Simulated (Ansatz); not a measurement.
Take MnF2 in the CdI2 type structure (space group P-3m1, No. 164; a = 3.280 Å, c = 4.155 Å; ferromagnetic; a hypothetical phase, not in the database extracts checked; layered, stacked along the Cartesian z axis) as the base.

Structures relaxed with Ansatz (a first-principles code), PBEsol-D3(BJ), PAW, cutoff 420 eV, without spin-orbit coupling.

Base:

Simulated powder pattern, Cu Kα, λ = 1.54184 Å (kinematic, ideal powder, no thermal factors, no anomalous dispersion; the 14 strongest lines at most, above 2 %, up to 2θ = 90°):

```csv
2θ (°),I/Imax (%),hkl
21.39,77,(001)
31.49,29,(100)
38.39,100,(011)
54.74,45,(012)
56.08,32,(110)
60.71,22,(111)
65.74,3.4,(200)
70.00,13,(201)
76.52,12,(103)
82.22,11,(202)
```

It is then changed as follows: a hydrostatic pressure of 7 GPa.

After the change:

Simulated powder pattern, Cu Kα, λ = 1.54184 Å (kinematic, ideal powder, no thermal factors, no anomalous dispersion; the 14 strongest lines at most, above 2 %, up to 2θ = 90°):

```csv
2θ (°),I/Imax (%),hkl
24.44,48,(001)
31.65,30,(100)
40.39,100,(011)
56.38,34,(110)
60.48,34,(102)
62.35,18,(111)
66.11,3.6,(200)
71.62,14,(201)
87.34,10,(022)
87.45,7.7,(103)
```

The indices refer to the base's conventional cell; one index is shown for lines that coincide.

Load acts through the strain it causes; cell and atoms are relaxed under it. No phonon test of stability was made. No other phases were tried under pressure. No Hubbard U is applied and the magnetic state is the run's own (MnF2 ferromagnetic); other magnetic orders, which need larger cells, were not tried and can change the gap. The D3 term's C6 switches between coordination references near this geometry, which can add small steps to energies.
